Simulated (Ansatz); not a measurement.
Consider BP in the rock salt structure (space group Fm-3m, No. 225; a = 4.289 Å; a hypothetical phase, not in the database extracts checked; relaxed with 0.1 eV smearing). Axes: x, y, z lie along the cube axes.

Level of theory: Kohn–Sham DFT with the PBEsol functional, run in Ansatz (a quantum-chemistry and plane-wave program) with PAW and 420 eV plane waves, no SOC.

Strains are applied to the cell and any free atomic positions relax; under biaxial strain the out-of-plane vector relaxes too.

One change was made to it. Results:

```csv
quantity,base,after
"pressure (mean of the normal stresses, compression positive)",0.0 GPa,4.7 GPa
energy relative to the base (free energy F),0 meV/atom,+6.8 meV/atom
shortest interatomic distance,2.145 Å,2.101 Å
```

Which change produced these results?
A) uniaxial strain ε_zz = +5.96 %
B) biaxial strain +4.24 %, plane normal [001], relaxed out of plane
C) strain tensor (xx, yy, zz, yz, xz, xy) = (+0.07, −0.57, −2.05, +1.47, −0.08, −0.25) %
D) uniaxial strain ε_xx = −3.94 %
E) uniaxial strain ε_xx = −1.65 %

C, strain tensor (xx, yy, zz, yz, xz, xy) = (+0.07, −0.57, −2.05, +1.47, −0.08, −0.25) %. For comparison, the energy relative to the base in the other runs: uniaxial strain ε_zz = +5.96 % gives +21 meV/atom; uniaxial strain ε_xx = −3.94 % gives +14 meV/atom; uniaxial strain ε_xx = −1.65 % gives +2.2 meV/atom; biaxial strain +4.24 %, plane normal [001], relaxed out of plane gives +27 meV/atom.

Whether these cells are dynamically stable was not tested. The final runs are not spin-polarised.
